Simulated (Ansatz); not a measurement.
The reference is InSb in the zinc blende structure (space group F-43m, No. 216; a = 6.519 Å).

Modification: cell and atoms relaxed at a pressure of 15 GPa.

Levels (all Ansatz, an electronic-structure program, PAW): PBEsol (420 eV, no SOC); r2SCAN (500 eV, spin-orbit coupling left out); HSE06 (420 eV, no spin-orbit coupling).

At the geometry relaxed with PBEsol, these levels gave the following band gaps, in shuffled order: (a) 1.11 eV, (b) 1.38 eV, (c) 0.81 eV.

### Question
Match each gap to its level.

### Answer
(a) r2SCAN; (b) HSE06; (c) PBEsol.

Single points use the geometry relaxed with PBEsol. The hybrid gap comes from the SCF mesh plus the semilocal run's edge points and a few special points and is an upper bound. Spin-orbit coupling, missing from the scalar runs, can matter with Sb. Load acts through the strain it causes; cell and atoms are relaxed under it. Whether these cells are dynamically stable was not tested. Tetrahedral semiconductors of this kind turn to denser phases somewhere between about 1 and 50 GPa; those were not computed, so compressed cells here can lie past the real transition. All final runs are without spin polarisation.
